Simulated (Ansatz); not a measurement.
Pb (Fm-3m) under hydrostatic pressure: mean free path at 300 K by PBEsol, DFPT electron-phonon coupling, linearised Boltzmann equation (plane waves, PAW, scalar-relativistic; Ansatz, a program for electronic structure). The unloaded cell, whose axes the loads refer to:

```xyz
1
Lattice="0.0000 2.4711 2.4711 2.4711 0.0000 2.4711 2.4711 2.4711 0.0000" Properties=species:S:1:pos:R:3 pbc="T T T"
Pb     0.0000     0.0000     0.0000
```

```json
[
 {"hydrostatic pressure (GPa)": "0", "volume per atom (Å³)": "30.18", "mean free path at 300 K (nm)": "?"},
 {"hydrostatic pressure (GPa)": "2", "volume per atom (Å³)": "28.99", "mean free path at 300 K (nm)": "9.17"},
 {"hydrostatic pressure (GPa)": "5", "volume per atom (Å³)": "27.61", "mean free path at 300 K (nm)": "11.2"},
 {"hydrostatic pressure (GPa)": "10", "volume per atom (Å³)": "25.93", "mean free path at 300 K (nm)": "13.9"}
]
```

Fit a straight line to ln(mean free path at 300 K) against the load over the rows given, and predict the row at 0 GPa.

The means are x̄ = 5.667 GPa and ȳ = 2.4212; Σ(x − x̄)(y − ȳ) = 1.669 and Σ(x − x̄)² = 32.67, so the slope is 5.11 % per GPa, and the rows given lie within 2.9 % of the line. At 0 GPa the line gives 8.43 nm; the calculation gives 7.70 nm, 9.5 % from it, so the trend bends or changes character over this range.

Metals; harmonic phonons alone scatter; means over directions. The mean free path is weighted by the current that each state carries. Halving the electron mesh moves these values by up to 1 %; q meshes are mostly untested. Some of the runs warned that the eigensolver left states short of its tolerance. Spin-orbit coupling is left out. Stresses and pressures are the targets of the relaxation. The structure type is held at every load. Geometry: relaxed with this functional, without spin-orbit coupling.

The missing spin-orbit coupling matters most for Pb (Fm-3m).
